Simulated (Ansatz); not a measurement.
Al2O3, response to strain

Consider Al$_{2}$O$_{3}$ in the corundum structure (space group R-3c, No. 167; a = 4.809 Å, c = 13.124 Å (hexagonal axes)).

Strains are applied to the cell and any free atomic positions relax.

Calculations: PBE (Ansatz, a program for electronic structure), no spin-orbit coupling.

Notes on the quantities. pressure: mean of the normal stresses, compression positive.

```tsv
isotropic strain (%)	pressure (GPa)
-3	25.3
-2.25	?
-1.5	11.4
-0.75	5.4
0	0.0
```

Problem. Fit P = P₀ − Bδ + Cδ² with δ = (1 + ε)³ − 1 to the rows shown and predict the withheld row.

Solution. Least squares on the printed values gives P₀ = 0.0 GPa, B = 224 GPa (at held cell shape), C = 751 GPa (largest residual 0.0 GPa); this predicts 18.1 GPa, and the run gives 18.0 GPa, in agreement.

Stability against distortions was not tested.
